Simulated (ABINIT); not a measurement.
A self-consistent single point of CdS (F-43m, 2 atoms in the cell) with ABINIT.

Computed with PBE, PAW (JTH v2.0 PBE PAW) (plane waves; ABINIT).

The change in words: lattice scaled by 0.98. Reference geometry:
```xyz
2
Lattice="0.0000 2.9430 2.9430 2.9430 0.0000 2.9430 2.9430 2.9430 0.0000" Properties=species:S:1:pos:R:3 pbc="T T T"
Cd     0.0000     0.0000     0.0000
S      1.4715     1.4715     1.4715
```

Reference input (self-consistent single point, DFT, PBE, plane waves, PAW (JTH v2.0 PBE PAW)): pseudos = [Cd.GGA_PBE-JTH.xml, S.GGA_PBE-JTH.xml]; ecut = 21 Ha; pawecutdg = 42 Ha; pawxcdev = 0; occopt = 1; ngkpt = 5 5 5; nshiftk = 1; shiftk = 0 0 0; potentials = JTH v2.0 PBE PAW; nband = 12; kptopt = 1; nstep = 100. This run's input differs from it in these lines:

```diff
@@ -5,5 +5,5 @@
 rprim
-        -0.0000000000    5.5613789471    5.5613789471
-         5.5613789471   -0.0000000000    5.5613789471
-         5.5613789471    5.5613789471   -0.0000000000
+         0.0000000000    5.4501515571    5.4501515571
+         5.4501515571    0.0000000000    5.4501515571
+         5.4501515571    5.4501515571   -0.0000000000
 natom 2
@@ -14,3 +14,3 @@
          0.0000000000    0.0000000000    0.0000000000
-         2.7806894735    2.7806894735    2.7806894735
+         2.7250757786    2.7250757786    2.7250757786
 ecut 21 Ha
```

Log, with long lists cut:

```
--- !BeginCycle
solver: {iscf: 17, nstep: 100, nline: 4, wfoptalg: 10, }
tolerances: {tolvrs: 1.00E-10, }
...

     iter   Etot(hartree)      deltaE(h)  residm     nres2
 ETOT  1  -57.840062180132    -5.784E+01 1.141E-01 7.125E+00
 ETOT  2  -57.919721873738    -7.966E-02 2.627E-01 4.866E+00
 ETOT  3  -57.954306243684    -3.458E-02 1.679E-01 3.729E+03
 ETOT  4  -57.917741148566     3.657E-02 5.019E-02 1.286E-01
 ETOT  5  -57.923608179434    -5.867E-03 4.374E-02 5.657E+02
   [... 12 lines left out ...]
 ETOT 18  -57.920991390445    -6.438E-09 1.721E-02 3.855E-08
 ETOT 19  -57.920991390818    -3.727E-10 3.528E-03 9.188E-10
 ETOT 20  -57.920991390925    -1.067E-10 1.272E-03 1.260E-10
 ETOT 21  -57.920991390951    -2.589E-11 4.152E-04 3.200E-11
 At SCF step   21       nres2   =  3.20E-11 < tolvrs=  1.00E-10 =>converged.

 Cartesian components of stress tensor (hartree/bohr^3)
  sigma(1 1)= -1.80752501E-04  sigma(3 2)=  0.00000000E+00
  sigma(2 2)= -1.80752501E-04  sigma(3 1)=  0.00000000E+00
  sigma(3 3)= -1.80752501E-04  sigma(2 1)=  0.00000000E+00

 ----iterations are completed or convergence reached----

 reduced coordinates (array xred) for    2 atoms
       0.000000000000      0.000000000000      0.000000000000
       0.250000000000      0.250000000000      0.250000000000
 cartesian forces (eV/Angstrom) at end:
    1     -0.00000000000000     0.00000000000000     0.00000000000000
    2      0.00000000000000    -0.00000000000000    -0.00000000000000
 frms,max,avg= 2.0329763E-28 2.2824850E-28   0.000E+00  0.000E+00  0.000E+00 e/A
   [... lines left out ...]
 Fermi (or HOMO) energy (hartree) =   0.14599   Average Vxc (hartree)=  -0.33372
 Fermi (or HOMO) energy (eV) =   3.97248   Average Vxc (eV)=  -9.08110
   [... lines left out ...]
local_psp           : -4.38818901457629E+01
total_energy        : -5.79209923267177E+01
total_energy_eV     : -1.57611035575443E+03
...

-Cartesian components of stress tensor (GPa)         [Pressure=  5.3179E+00 GPa]
- sigma(1 1)= -5.31792128E+00  sigma(3 2)=  0.00000000E+00
- sigma(2 2)= -5.31792128E+00  sigma(3 1)=  0.00000000E+00
- sigma(3 3)= -5.31792128E+00  sigma(2 1)=  0.00000000E+00

 Calculation completed.
```

The run converged in 21 iterations. Against the reference run the free energy rises by 29.7 meV/atom, the pressure goes from 1.20 to 5.32 GPa and the gap on the mesh goes from 1.064 to 1.192 eV.

The starting cell comes from a database of computed structures (which also holds hypothetical and non-ambient phases and stackings), without a prior relaxation at this level. For this run, on top of that: lattice scaled by 0.98. With a pressure of about 5 GPa the cell is away from its equilibrium volume at this level.

Cost on one core of a shared machine: roughly 50 s.
